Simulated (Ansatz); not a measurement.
The starting structures come from a database of crystals and need not be the phases stable at ambient conditions.

By PBEsol, the system below comes out a metal.

The ballistic (Sharvin) conductance counts the channels at the Fermi level: G/A = (e²/h) × channels of both spins per area.

Here is the system:

```
MoP
1.0
    3.23476     0.00000     0.00000
   -1.61738     2.80138     0.00000
    0.00000     0.00000     3.18228
Mo P
1 1
Direct
  0.00000   0.00000   0.00000
  0.33333   0.66667   0.50000
```

The cell is taken as given; by PBEsol it stands under a pressure of -4.5 GPa.

The current flows along the normal of the first two printed cell vectors, the (001) plane of the conventional cell. No spin-orbit coupling; the value is a mean over 0.1 eV about the Fermi level.

### Question
Predict the ballistic conductance per area from PBEsol (Ansatz, a quantum-chemistry and plane-wave program).

### Answer
0.76 × 10¹⁵ S/m² for both spins.
